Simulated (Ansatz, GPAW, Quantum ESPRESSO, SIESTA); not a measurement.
# One structure in several programs: ScCoC₂ (P4/nmm, 8 atoms in the cell)

Self-consistent single point, at a second geometry (lattice scaled by 0.98). First geometry:

```
CELL_PARAMETERS angstrom
      3.30270     0.00000     0.00000
      0.00000     3.30270     0.00000
      0.00000     0.00000     7.09530
ATOMIC_POSITIONS crystal
  Sc 0.50000 0.00000 0.65433
  Sc 0.00000 0.50000 0.34567
  Co 0.50000 0.50000 0.00000
  Co 0.00000 0.00000 0.00000
  C  0.00000 0.50000 0.85013
  C  0.50000 0.00000 0.14987
  C  0.50000 0.00000 0.34670
  C  0.00000 0.50000 0.65330
```

Shared settings, as Ansatz (a quantum-chemistry and plane-wave program) writes them: kpoints.mp_grid.grid = 9 9 4; scf.occupations.method = gaussian; scf.occupations.width = 0.1 eV. Potentials and cutoffs stand in the table.

```json
[
 {"code": "SIESTA", "model": "GGA PBEsol, numerical atomic orbitals DZP, PseudoDojo PBEsol standard norm-conserving potentials (rewritten from UPF to PSML)", "ΔF from the first geometry (meV/atom)": "49.1", "pressure (GPa)": "23.41", "largest force (eV/Å)": "2.657", "cutoff": "grid 350 Ry"},
 {"code": "Ansatz", "model": "PBEsol, PAW files made with PBE", "ΔF from the first geometry (meV/atom)": "46.0", "pressure (GPa)": "22.18", "largest force (eV/Å)": "1.533", "cutoff": "default"},
 {"code": "GPAW", "model": "PBEsol, GPAW PAW datasets PBEsol (made by gpaw-setup)", "ΔF from the first geometry (meV/atom)": "51.5", "pressure (GPa)": "–", "largest force (eV/Å)": "1.551", "cutoff": "950 eV"},
 {"code": "Quantum ESPRESSO", "model": "PBEsol, GBRV 1.5 ultrasoft (PBESOL) pseudopotentials", "ΔF from the first geometry (meV/atom)": "45.9", "pressure (GPa)": "22.10", "largest force (eV/Å)": "1.624", "cutoff": "50 Ry"}
]
```

Size of the force on each atom (eV/Å): Sizes of forces hide their directions.

```csv
code,Sc1,Sc2,Co3,Co4,C5,C6,C7,C8
SIESTA,0.250,0.250,0.000,0.000,1.904,1.904,2.657,2.657
Ansatz,0.367,0.367,0.000,0.000,0.820,0.820,1.533,1.533
GPAW,0.383,0.383,0.000,0.000,0.642,0.642,1.551,1.551
Quantum ESPRESSO,0.353,0.353,0.000,0.000,0.923,0.923,1.624,1.624
```

A dash marks a value that a program does not give, or that is left out as unsure.

On Ansatz's run: spin polarisation is off.

The spread over the programs that give each value: ΔF from the first geometry within 5.6 meV/atom; pressure within 1.31 GPa; largest force within 1.124 eV/Å.

SIESTA uses small atom-centred bases, whose incompleteness enters pressures, forces and empty levels differently from a plane-wave cutoff. Ansatz's pressure is given at a fixed set of plane waves, as the other plane-wave codes print theirs; with its correction for the finite basis it is 22.41 GPa (the shift of 0.23 GPa shows how far the cutoff is from converged). The pressure of GPAW is left out: its cutoff lies under the one at which its stress was checked. In the pressure, SIESTA (by 1.27) lies more than 1 GPa from the median of the plane-wave programs.

The starting cell comes from a database of computed structures (which also holds hypothetical and non-ambient phases and stackings), without a prior relaxation at this level. Its lattice was rescaled by a random factor within 2.5 % of one. For this run, on top of that: lattice scaled by 0.98.

Keys are those of Ansatz 0.2.
